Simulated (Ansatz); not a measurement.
We consider Tb5Ge3 (P6₃/mcm, No. 193), described by r²SCAN in Ansatz (plane waves, PAW).

Settings: plane-wave cutoff 500 eV, 6×6×6 k mesh, Fermi–Dirac smearing 0.05 eV, spin-polarised start, scalar-relativistic PAW data made under PBE.

Computed at the level's own relaxed cell.

Give the computed equilibrium volume per atom, equilibrium lattice constant a and lattice parameter c.


- equilibrium volume per atom = 25.36 Å³/atom
- equilibrium lattice constant a = 8.521 Å
- lattice parameter c = 6.453 Å

Note: the magnetic order was assumed, not searched for or taken from measurement; the 4f shell is treated without U or exact exchange, so its levels and filling can be wrong.

Spin–orbit coupling is not included.

Computed values are for the static lattice.

The result took around 90 core-minutes (rough).

Ansatz is an electronic-structure program.
